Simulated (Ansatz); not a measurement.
MnP-type NiSi (1 0 0) on Si0.75Ge0.25, ordered (0 0 1), P on 3 of 6 substrate sites at each interface (film strained to the substrate, started from cuts of the bulks and a machine-learned relaxation; slabs Ge15Si45P6 and Ni40Si30, which can lie off the formulas)

A periodic stack without vacuum, MnP-type NiSi (1 0 0) on Si0.75Ge0.25, ordered (0 0 1), P on 3 of 6 substrate sites at each interface (film strained to the substrate, started from cuts of the bulks and a machine-learned relaxation; slabs Ge15Si45P6 and Ni40Si30, which can lie off the formulas): substrate slab Ge15Si45P6, film Ni40Si30, surface cells [[0, 3], [-1, 0]] and [[5, 0], [0, 1]], film strained by -1.5 and -1.3 %, outermost planes Si/Si and Ni/Ni as cut, which need not be the usual terminations and can put a slab off its formula.

The start was prepared with a machine-learned potential, and the result is one local minimum, with the in-plane cell held and forces under 0.04 eV/Å; the film can end far from its bulk form.

The numbers are results of PBE (plane waves to 420 eV, PAW; Ansatz, an electronic-structure program), not measurements. Spin–orbit coupling is left out; the runs are not spin-polarised; PBE gaps are too small against experiment. Its k-point mesh 2×5×1, Fermi–Dirac width 0.05 eV.

* **interface area**: 91.8 Å²
* **period**: 24.20 Å
* **heights between the nearest atoms of the two slabs at the two interfaces**: 0.86 and 0.99 Å
* **Ni–Si contacts across the interfaces within 1.22 times the sum of covalent radii**: 22, mean 2.37 Å
* **Ni–P contacts across the interfaces within 1.22 times the sum of covalent radii**: 15, mean 2.24 Å
* **P–Si contacts across the interfaces within 1.22 times the sum of covalent radii**: 4, mean 2.45 Å
* **Ge–Ni contacts across the interfaces within 1.22 times the sum of covalent radii**: 3, mean 2.64 Å
* **hole barrier (PBE, at the middle of a substrate layer that carries a field)**: 0.15 eV
* **electron barrier (PBE, at the middle of a substrate layer that carries a field)**: 0.23 eV
* **slope of the mean potential energy in the substrate**: -1.2 MV/cm × e

```
CELL_PARAMETERS angstrom
     16.59686    -0.00048     0.16934
     -0.00005     5.53275     0.02102
      0.24966    -2.66780    24.19685
ATOMIC_POSITIONS crystal
  Ge 0.00177 0.23918 0.18868
  Ge 0.33262 0.22091 0.18482
  Ge 0.67047 0.23096 0.19118
  Si 0.17178 0.72077 0.18781
  Si 0.50287 0.72372 0.18884
  Si 0.83579 0.72960 0.18645
  P  0.16737 0.56075 0.02631
  P  0.42215 0.91259 0.02095
  Si 0.78122 0.82647 0.02228
  Si 0.28718 0.25490 0.03753
  P  0.56718 0.47183 0.02985
  Si 0.92728 0.49769 0.03109
  Ge 0.13562 0.08246 0.06916
  Ge 0.50841 0.16692 0.07925
  Ge 0.84412 0.19353 0.07244
  Si 0.02947 0.74039 0.07739
  Si 0.33772 0.67258 0.07023
  Si 0.67399 0.67485 0.07526
  Si 0.24861 0.94191 0.12572
  Si 0.59217 0.94180 0.13453
  Si 0.92235 0.95199 0.13047
  Si 0.09054 0.45534 0.13032
  Si 0.41912 0.46277 0.13050
  Si 0.75312 0.45163 0.13163
  Ge 0.00079 0.33621 0.41811
  Ge 0.32847 0.32451 0.41652
  Ge 0.66037 0.34604 0.41733
  Si 0.15759 0.83660 0.41745
  Si 0.49411 0.83188 0.41684
  Si 0.83209 0.83273 0.41393
  Si 0.08521 0.99708 0.24349
  Si 0.41582 0.99772 0.24394
  Si 0.75295 0.99835 0.24613
  Si 0.25170 0.50395 0.24492
  Si 0.58369 0.51169 0.24704
  Si 0.91609 0.51721 0.24551
  Ge 0.16641 0.27838 0.30248
  Ge 0.49764 0.27787 0.30260
  Ge 0.83362 0.28333 0.30338
  Si 0.99984 0.78462 0.30102
  Si 0.33217 0.77511 0.30170
  Si 0.66599 0.78520 0.30286
  Si 0.24672 0.04107 0.35970
  Si 0.58024 0.05297 0.36046
  Si 0.91835 0.05654 0.35966
  Si 0.08023 0.56559 0.35820
  Si 0.41269 0.56065 0.35977
  Si 0.74696 0.56632 0.35914
  Si 0.08069 0.12014 0.48023
  Si 0.41412 0.10802 0.47619
  Si 0.74881 0.11115 0.46854
  Si 0.23468 0.59111 0.46993
  Si 0.57337 0.62366 0.47670
  Si 0.91414 0.62254 0.47213
  Ge 0.17386 0.37003 0.54398
  Ge 0.50030 0.37330 0.54007
  Ge 0.82829 0.39436 0.52869
  Si 0.98450 0.90558 0.53213
  Si 0.33051 0.83105 0.51802
  Si 0.66180 0.90646 0.52465
  P  0.26613 0.90966 0.60110
  P  0.60507 0.19178 0.58889
  Si 0.88041 0.11135 0.59134
  Si 0.08487 0.70642 0.57764
  Si 0.38011 0.59255 0.58469
  P  0.73692 0.67473 0.57486
  Ni 0.36677 0.08482 0.75472
  Ni 0.57377 0.07533 0.74882
  Ni 0.77452 0.05962 0.74561
  Ni 0.97704 0.08262 0.75853
  Ni 0.17124 0.08729 0.75355
  Ni 0.37668 0.92105 0.65165
  Ni 0.56491 0.90979 0.64235
  Ni 0.78984 0.88943 0.64314
  Ni 0.98325 0.89551 0.63660
  Ni 0.15654 0.91185 0.64845
  Ni 0.27193 0.55527 0.64689
  Ni 0.46766 0.53508 0.65087
  Ni 0.67408 0.50536 0.64139
  Ni 0.89178 0.50104 0.64862
  Ni 0.07193 0.53104 0.65668
  Ni 0.26898 0.46317 0.75848
  Ni 0.47070 0.45918 0.75604
  Ni 0.67371 0.43586 0.74679
  Ni 0.87785 0.44866 0.75811
  Ni 0.07111 0.46090 0.76231
  Si 0.36959 0.67152 0.71747
  Si 0.57286 0.65539 0.70870
  Si 0.78107 0.62869 0.70820
  Si 0.97464 0.67902 0.71548
  Si 0.17059 0.67313 0.71765
  Si 0.26927 0.17720 0.68257
  Si 0.47361 0.16191 0.68486
  Si 0.67694 0.11647 0.67603
  Si 0.88623 0.14013 0.68898
  Si 0.06583 0.16816 0.68797
  Ni 0.37093 0.16126 0.96373
  Ni 0.57287 0.19370 0.95958
  Ni 0.77660 0.17410 0.97366
  Ni 0.94878 0.18996 0.96194
  Ni 0.17373 0.19067 0.97709
  Ni 0.37193 0.00725 0.85884
  Ni 0.57818 0.00552 0.85770
  Ni 0.76269 0.99196 0.84912
  Ni 0.96897 0.00139 0.86198
  Ni 0.16615 0.00495 0.87016
  Ni 0.26476 0.63681 0.86985
  Ni 0.47843 0.63350 0.86322
  Ni 0.66706 0.62720 0.86043
  Ni 0.86387 0.62623 0.86125
  Ni 0.07027 0.63203 0.87313
  Ni 0.28141 0.54702 0.97419
  Ni 0.47395 0.57353 0.97080
  Ni 0.67707 0.56058 0.97489
  Ni 0.84966 0.56013 0.96195
  Ni 0.05220 0.55928 0.98008
  Si 0.37349 0.75623 0.92693
  Si 0.57777 0.78376 0.93382
  Si 0.75980 0.79720 0.92487
  Si 0.95775 0.77571 0.93604
  Si 0.16730 0.77903 0.94582
  Si 0.37001 0.39703 0.82527
  Si 0.57328 0.37433 0.81913
  Si 0.76677 0.37434 0.81715
  Si 0.97211 0.38904 0.83047
  Si 0.16856 0.37634 0.82894
  Si 0.26985 0.25068 0.90293
  Si 0.47286 0.25335 0.89970
  Si 0.68053 0.25665 0.90393
  Si 0.85731 0.23831 0.89623
  Si 0.06507 0.24872 0.91212
  Si 0.26590 0.87304 0.79750
  Si 0.47384 0.87547 0.79163
  Si 0.66999 0.84365 0.78386
  Si 0.87287 0.86252 0.79128
  Si 0.07483 0.86784 0.79936
```
